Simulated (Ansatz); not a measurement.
Take GaAs in the zinc blende structure (space group F-43m, No. 216; a = 5.666 Å) as the base. Axes: x, y, z lie along the cube axes.

All numbers come from Ansatz (a first-principles code), r2SCAN, PAW, cutoff 500 eV, without spin-orbit coupling, earlier PAW set.

Before the change:

| Quantity | Result |
|---|---|
| Band gap | 0.97 eV |
| Volume per atom | 22.73 Å³ |

Modification: tensile biaxial strain of 0.99 % in the plane normal to [001], as in epitaxy on a mismatched substrate; the out-of-plane cell vector and the atoms relax.

### Question
Predict the new band gap and volume per atom.

### Answer
The band gap shrinks by 0.16 eV (0.97 eV → 0.81 eV); the volume per atom grows by 0.26 Å³ to 22.99 Å³.

Whether these cells are dynamically stable was not tested.
